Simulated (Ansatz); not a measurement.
## A computed series for Ir: response to strain

Start from Ir in the fcc (Cu type) structure (space group Fm-3m, No. 225; a = 3.8118 Å; relaxed with 0.1 eV smearing). Axes: x, y, z lie along the cube axes.

Strains are applied to the cell and any free atomic positions relax; under biaxial strain the out-of-plane vector relaxes too.

Level of theory: LDA (Ansatz, a program for electronic structure), no spin-orbit coupling.

Notes on the quantities. pressure: mean of the normal stresses, compression positive.

```csv
change,out-of-plane strain,pressure
base,–,0.0 GPa
"biaxial strain −2.50 %, plane normal [111], relaxed out of plane",…,17.4 GPa
"biaxial strain −2.08 %, plane normal [111], relaxed out of plane",+1.13 %,14.1 GPa
"biaxial strain −0.83 %, plane normal [111], relaxed out of plane",+0.44 %,5.2 GPa
"biaxial strain −0.42 %, plane normal [111], relaxed out of plane",+0.22 %,2.6 GPa
"biaxial strain +0.42 %, plane normal [111], relaxed out of plane",-0.22 %,-2.4 GPa
"biaxial strain +0.83 %, plane normal [111], relaxed out of plane",-0.44 %,…
"biaxial strain +1.25 %, plane normal [111], relaxed out of plane",-0.66 %,…
"biaxial strain +1.67 %, plane normal [111], relaxed out of plane",-0.87 %,-8.9 GPa
"biaxial strain +2.08 %, plane normal [111], relaxed out of plane",-1.08 %,…
```

Task: What belongs in the blanks?

Result: 
- biaxial strain −2.50 %, plane normal [111], relaxed out of plane, out-of-plane strain: +1.37 %
- biaxial strain +0.83 %, plane normal [111], relaxed out of plane, pressure: -4.7 GPa
- biaxial strain +1.25 %, plane normal [111], relaxed out of plane, pressure: -6.9 GPa
- biaxial strain +2.08 %, plane normal [111], relaxed out of plane, pressure: -10.8 GPa

Whether these cells are dynamically stable was not tested. The final runs are not spin-polarised.
